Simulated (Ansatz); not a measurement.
# WSe2: energy against strain

WSe2 (2H layered, P6_3/mmc, 19.843 Å³/atom at rest, c along z) under an equal strain ε in the (0001) plane with the normal axis free, as in a coherent film. PBE-D3(BJ) in Ansatz, a plane-wave DFT program (PAW, default set), 420 eV, 12×12×3 Γ-centred mesh, Fermi-Dirac smearing 0.05 eV; ions are relaxed within the symmetry of each cell.

Here s stands for strain and y for E less E0.

| strain (%) | E less E0 (meV/atom) |
|---|---|
| -3.00 | ? |
| -1.20 | 4.28 |
| -0.60 | 1.05 |
| 0.00 | 0.00 |
| 0.60 | 1.03 |
| 1.20 | 4.06 |

### Question
Fit y against s with a parabola, and predict the withheld value at s = -3.00.

### Answer
Least squares gives y = -0.002 - 0.0767·s + 2.8968·s². Residuals (row less fit): 0.019, -0.037, 0.002, 0.035, -0.017; standard error 0.040 (degrees of freedom: 2). Twice the quadratic coefficient over the volume, 2 × 2.8968 meV × 10⁴ × 0.1602 / 19.843 Å³, is twice the biaxial elastic modulus of this plane = 468 ± 5 GPa. At the withheld row, y = -0.002 - 0.0767 × (-3.0) + 2.8968 × (-3.0)² = 26.299 meV/atom. The calculation gives 27.87 meV/atom, 1.571 meV/atom above the prediction (5.6 % of the range of y in the table). The row lies outside the fitted rows, so this is an extrapolation. From the scatter of the fitted rows alone, a prediction at this place has a standard error of 0.259 meV/atom, so the miss is 6.1 times that.

One order more, fitted to all 11 runs of the series, follows each within 0.02, so the miss is the next term of a smooth law. Rows are the converged runs of the series near zero and its far end; series whose fitted rows scatter by over a few per cent of the range, as at a crossing or softening among them, aren't shown in this form. Most that stay on the fit to the last digits aren't either.
